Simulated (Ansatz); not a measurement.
**A computed series for hypothetical diamond B: response to strain**

Take B in the diamond structure (space group Fd-3m, No. 227; a = 4.0326 Å; a hypothetical phase, not in the database extracts checked; relaxed with 0.1 eV smearing) as the base. Axes: x, y, z lie along the cube axes.

Strains are applied to the cell and any free atomic positions relax.

Levels (all Ansatz, a quantum-chemistry and plane-wave program, PAW): PBEsol (420 eV, no spin-orbit coupling); r2SCAN (500 eV, spin-orbit coupling left out).

Pressures by level, all at the geometries relaxed with PBEsol:

| case | PBEsol | r2SCAN |
|---|---|---|
| base | 0.0 GPa | 2.9 GPa |
| isotropic strain +2.44 % | -11.6 GPa | -9.2 GPa |
| uniaxial strain ε_xx = −0.71 % | 1.3 GPa | 4.3 GPa |
| uniaxial strain ε_yy = +2.59 % | -4.5 GPa | -1.8 GPa |

Single points use the geometry relaxed with PBEsol. Their cutoffs differ, which shifts pressures a little. Whether these cells are dynamically stable was not tested.
